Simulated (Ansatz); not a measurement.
Base system: BaCu$_{2}$S$_{2}$ (space group I4/mmm, No. 139; a cell from a computed database, its experimental status unchecked).

```yaml
crystal:
  lattice:
    - [-1.91852, 1.91852, 6.20280]
    - [1.91852, -1.91852, 6.20280]
    - [1.91852, 1.91852, -6.20280]
  atoms:
    - { symbol: Ba, position: [0.00000, 0.00000, 0.00000] }
    - { symbol: Cu, position: [0.75000, 0.25000, 0.50000] }
    - { symbol: Cu, position: [0.25000, 0.75000, 0.50000] }
    - { symbol: S, position: [0.63896, 0.63896, 0.00000] }
    - { symbol: S, position: [0.36104, 0.36104, 0.00000] }
```

Levels (all Ansatz, a first-principles code, PAW): PBEsol (420 eV, no SOC); r2SCAN (500 eV, spin-orbit coupling left out); HSE06 (420 eV, no spin-orbit coupling).

At the geometry relaxed with PBEsol, these levels gave the following band gaps, in shuffled order: (a) 0.36 eV, (b) 1.32 eV, (c) 0.66 eV.

Question: Match each gap to its level.

Answer: (a) PBEsol; (b) HSE06; (c) r2SCAN.

Single points use the geometry relaxed with PBEsol. Whether these cells are dynamically stable was not tested. All final runs are without spin polarisation.
